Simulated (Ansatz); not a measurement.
The starting structures come from a database of crystals and need not be the phases stable at ambient conditions.

 Where the default PAW files enter, the runs use the earlier of Ansatz's two default sets.

Here is the system:

```yaml
crystal:
  lattice:
    - [4.62979, 0.00000, 0.00000]
    - [2.31490, 5.90509, 0.00000]
    - [0.00000, 1.24668, 5.13544]
  atoms:
    - { symbol: V, position: [0.09738, 0.28576, 0.75266] }
    - { symbol: V, position: [0.90262, 0.71424, 0.24734] }
    - { symbol: V, position: [0.38314, 0.71424, 0.74734] }
    - { symbol: V, position: [0.61686, 0.28576, 0.25266] }
    - { symbol: O, position: [0.45021, 0.21992, 0.51755] }
    - { symbol: O, position: [0.54979, 0.78008, 0.48245] }
    - { symbol: O, position: [0.67013, 0.78008, 0.98245] }
    - { symbol: O, position: [0.32987, 0.21992, 0.01755] }
    - { symbol: O, position: [0.27362, 0.59312, 0.13158] }
    - { symbol: O, position: [0.72638, 0.40688, 0.86842] }
    - { symbol: O, position: [0.86674, 0.40688, 0.36842] }
    - { symbol: O, position: [0.13326, 0.59312, 0.63158] }
    - { symbol: O, position: [0.11477, 0.00000, 0.75000] }
    - { symbol: O, position: [0.88523, 0.00000, 0.25000] }
```

Space group of this cell: C2/c. The cell is strained (all lengths scaled by 0.98); by r2SCAN its mean pressure is 1.4 GPa.

Transport runs along the normal of the first two printed cell vectors.

The gap is the functional's own. No spin-orbit coupling. Mid-gap values are interpolated on the energy grid.

Predict the band gap and the smallest decay constant κ at mid-gap from Ansatz (a quantum-chemistry and plane-wave program) with r2SCAN.

Gap 1.56 eV on a 8×8×6 mesh; κ = 0.370 1/Å, at (-0.250, 0.333) of the in-plane reciprocal vectors. At the zone centre, at the nearest computed energy, the slowest state has κ = 0.43 1/Å.
